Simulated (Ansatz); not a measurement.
A computed series for ZnS: response to strain

The reference is ZnS in the wurtzite structure (space group P6_3mc, No. 186; a = 3.8453 Å, c = 6.3052 Å). Axes: x lies along a and z along c of the hexagonal cell.

Strains are applied to the cell and any free atomic positions relax.

Method: PBE/PAW in Ansatz (a program for electronic structure), scalar-relativistic without spin-orbit coupling.

Notes on the quantities. pressure: mean of the normal stresses, compression positive; energy relative to the base: free energy F.

```tsv
change	pressure	energy relative to the base	band gap	electron mass
base	0.00 GPa	0 meV/atom	2.08 eV	0.16 mₑ along c, 0.18 mₑ across (at Γ)
uniaxial strain ε_zz = +0.60 %	___	___	___	0.15 mₑ along z, 0.18 mₑ across (at Γ)
uniaxial strain ε_zz = +1.20 %	-0.82 GPa	+1.2 meV/atom	1.99 eV	0.15 mₑ along z, 0.18 mₑ across (at Γ)
uniaxial strain ε_zz = +1.80 %	-1.21 GPa	+2.7 meV/atom	1.95 eV	0.15 mₑ along z, 0.18 mₑ across (at Γ)
uniaxial strain ε_zz = +2.40 %	-1.59 GPa	+4.7 meV/atom	1.90 eV	0.15 mₑ along z, 0.18 mₑ across (at Γ)
uniaxial strain ε_zz = +3.00 %	-1.95 GPa	+7.4 meV/atom	1.86 eV	0.14 mₑ along z, 0.18 mₑ across (at Γ)
```

Task: Complete the table.

Result: 
- uniaxial strain ε_zz = +0.60 %, pressure: -0.42 GPa
- uniaxial strain ε_zz = +0.60 %, energy relative to the base: +0.3 meV/atom
- uniaxial strain ε_zz = +0.60 %, band gap: 2.04 eV

Effective masses come from finite differences of ±0.01 Å⁻¹. Stability against distortions was not tested.
